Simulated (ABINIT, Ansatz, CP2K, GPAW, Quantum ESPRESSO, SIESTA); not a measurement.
AgCl (Fm-3m, 2 atoms in the cell) computed with different codes at matched settings

Self-consistent single point.

```
CELL_PARAMETERS angstrom
      0.00000     2.77500     2.77500
      2.77500     0.00000     2.77500
      2.77500     2.77500     0.00000
ATOMIC_POSITIONS crystal
  Ag 0.00000 0.00000 0.00000
  Cl 0.50000 0.50000 0.50000
```

All programs got the same cell, k-point mesh and kind of occupations (in Ansatz's words: kpoints.mp_grid.grid = 8 8 8; scf.occupations.method = fermi_dirac; scf.occupations.width = 0.01 eV); potentials, basis and cutoffs are each program's usual ones.

```tsv
code	model	pressure (GPa)	gap on the mesh (eV)	k-points	cutoff
SIESTA	GGA PBE, numerical atomic orbitals DZP, PseudoDojo PBE standard norm-conserving potentials (rewritten from UPF to PSML)	0.78	1.194	296	grid 350 Ry
Ansatz	PBE, default PAW files	1.48	0.912	29	default
ABINIT	PBE, norm-conserving pseudopotentials (PseudoDojo nc-sr-05 PBE standard)	1.43	0.913	29	41 Ha
Quantum ESPRESSO	PBE, SSSP 1.1.2 efficiency (PBE) pseudopotentials	1.45	0.973	29	60 Ry
CP2K	PBE, GPW, DZVP-MOLOPT-SR-GTH basis, GTH-PBE potentials (GTH_POTENTIALS)	2.16	0.885	260	grid 500 Ry
GPAW	PBE, GPAW PAW datasets PBE (gpaw-data 1.0.1)	1.48	0.890	29	550 eV
```

Gaps are read on the mesh.

The spread over the programs that give each value: pressure within 1.38 GPa; gap on the mesh within 0.309 eV.

The starting cell has typed, rounded lattice constants, without a prior relaxation at this level.

Question: Why do the programs differ, and what cannot be compared?

Answer: Differences of this kind can come from the potentials, where these differ, and from what each basis and cutoff leave unconverged. The valence holds different numbers of electrons (SIESTA 26, Ansatz (a quantum-chemistry and plane-wave program) 26, ABINIT 26, Quantum ESPRESSO 26, CP2K 18, GPAW 24). The zero of total energies and Fermi levels follows the potentials and each program's conventions, so they are not compared here. SIESTA and CP2K use small atom-centred bases, whose incompleteness enters pressures, forces and empty levels differently from a plane-wave cutoff. Ansatz's pressure is given at a fixed set of plane waves, as the other plane-wave codes print theirs; with its correction for the finite basis it is 1.51 GPa. The programs reduce the same mesh by symmetry to different extents, which changes the work and not the result. In the gap, SIESTA (by 0.281) lies more than 0.12 eV from the median of the plane-wave programs.

Left out of this page: Elk (failed or unconverged); FLEUR (with a known weakness of the program).

Keys are those of Ansatz 0.2.
